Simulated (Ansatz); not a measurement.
The starting structures come from a database of crystals and need not be the phases stable at ambient conditions.

 Where the default PAW files enter, the runs use the earlier of Ansatz's two default sets.

```
BiCa3N
1.0
    4.90035     0.00000     0.00000
    0.00000     6.93014     0.00000
    0.00000     3.46507     3.46507
Ca Bi N
3 1 1
Direct
  0.50000   0.50000   0.50000
  0.50000   0.00000   0.50000
  0.00000   0.50000   0.00000
  0.00000   0.00000   0.00000
  0.50000   0.50000   0.00000
```

Space group of this cell: Pm-3m, anti-perovskite. The cell is taken as given; by PBEsol its mean pressure is -1.9 GPa.

Transport runs along the normal of the first two printed cell vectors, the (110) plane of the conventional cell.

The gap is the functional's own. No spin-orbit coupling. Mid-gap values are interpolated on the energy grid.

Task: Give the band gap and the smallest decay constant κ at mid-gap that Ansatz (an electronic-structure program) with PBEsol yields.

Result: Gap 0.36 eV on a 10×10×10 mesh; κ = 0.045 1/Å, at the zone centre.
